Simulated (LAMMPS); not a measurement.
LAMMPS 22 Jul 2025, classical MD, Born-Mayer-Huggins in the Tosi-Fumi form: NaCl, 110592 atoms.

| Quantity | Result |
|---|---|
| task | MD, nve |
| potential | Born-Mayer-Huggins in the Tosi-Fumi form |
| copies of the repeat unit | 24×24×24 |
| shape (slab and sphere leave vacuum in the box) | bulk |
| temperature | 900 K |
| steps | 200 |
| timestep | 2 fs |
| neighbor skin | 2 Å |
| neigh_modify | every 1 delay 0 check no |
| thermo | 100 |
| kspace_style | pppm |
| kspace_accuracy | 0.0001 |
| pair cutoff | 10 Å |
| newton | on (default) |
| atom_modify sort (bins of 2 Å where set) | 1000 (default) |
| comm_style | brick (default) |
| kspace_modify | order 5 diff ik (default) |
| box | 135.4 × 135.4 × 135.4 Å |
| start | generated rock salt lattice, warmed in an untimed run |
| compared values | energy and forces of the first step, drift over the run |

It runs on a single node (Arm Neoverse V2, 96 cores on 1 socket, no SMT, 1 L3 cache group).

Run on 32 ranks, it takes 5.0 s from launch to exit:

```bash
# ahead of the timed run: OMP_NUM_THREADS=1 mpirun -np 48 lmp -in in.warm -log none -nocite
OMP_NUM_THREADS=1 mpirun -np 32 lmp -in in.lmp -log log.lammps -nocite
```

From its output:

```
  using 1 OpenMP thread(s) per MPI task
  2 by 4 by 4 MPI processor grid
  110592 atoms
  G vector (1/distance) = 0.26962011
  grid = 75 75 75
  stencil order = 5
  estimated relative force accuracy = 0.00013141316
  master list distance cutoff = 12
  ghost atom cutoff = 12
Per MPI rank memory allocation (min/avg/max) = 7.809 | 7.895 | 7.958 Mbytes
95.2% CPU use with 32 MPI tasks x 1 OpenMP threads
...
Loop time of 4.7394 on 32 procs for 200 steps with 110592 atoms

Performance: 7.292 ns/day, 3.291 hours/ns, 42.199 timesteps/s, 4.667 Matom-step/s
95.2% CPU use with 32 MPI tasks x 1 OpenMP threads

MPI task timing breakdown:
Section |  min time  |  avg time  |  max time  |%varavg| %total
---------------------------------------------------------------
Pair    | 1.517      | 1.6035     | 1.6921     |   3.7 | 33.83
Kspace  | 0.69499    | 0.86644    | 1.0363     |   9.0 | 18.28
Neigh   | 2.0637     | 2.1486     | 2.2318     |   2.5 | 45.34
Comm    | 0.10625    | 0.10785    | 0.11007    |   0.3 |  2.28
Output  | 7.7531e-05 | 8.8382e-05 | 0.00016306 |   0.0 |  0.00
Modify  | 0.0070059  | 0.0071548  | 0.0072797  |   0.1 |  0.15
Other   |            | 0.005775   |            |       |  0.12

Nlocal:           3456 ave        3550 max        3384 min
Histogram: 2 5 4 2 6 5 3 4 0 1
Nghost:        11093.3 ave       11164 max       11000 min
Histogram: 1 0 5 2 4 7 1 5 5 2
Neighs:         556206 ave      592719 max      530215 min
Histogram: 2 2 5 5 7 9 1 0 0 1

Total # of neighbors = 17798581
Ave neighs/atom = 160.93914
Neighbor list builds = 200
Dangerous builds not checked
```

Each time is the median wall time of two to five repeats, run one at a time on the otherwise empty machine; start-up is included. Unless noted, each process is bound to its own block of adjacent cores. The build: PyPI wheel: MPICH, OPENMP and OPT packages; another build can shift the numbers. Scratch files lie in a memory file system. A preparatory run goes ahead and isn't timed.

### Question
What holds this run back, and which change relieves it on the same cores with the result kept within 1.0 meV/atom in energy, 10 meV/Å in forces on 48 atoms, 0.20 meV an atom in drift of the total energy?

### Answer
The largest part is neighbour lists (Neigh), 43 % of the time from launch to exit. The lists are rebuilt 200 times in 200 steps. One change that relieves it (others may too): going from neigh_modify = every 1 delay 0 check no to neigh_modify = every 10 delay 0 check yes, one of the fastest among the values tried that keep the result: 5.0 s to 2.8 s (1.8× as fast). List entries an atom go from 161 to 161, Neigh from 2.1 to 0.11 s and Pair from 1.6 to 1.6 s. Neighbour list builds go from 200 to 10. These two results differ by: energy equal as printed, forces on 48 atoms equal as printed, drift of the total energy equal as printed. Others tried: neigh_modify = every 1 delay 0 check yes (2.8 s); neigh_modify = every 1 delay 10 check yes (2.8 s).
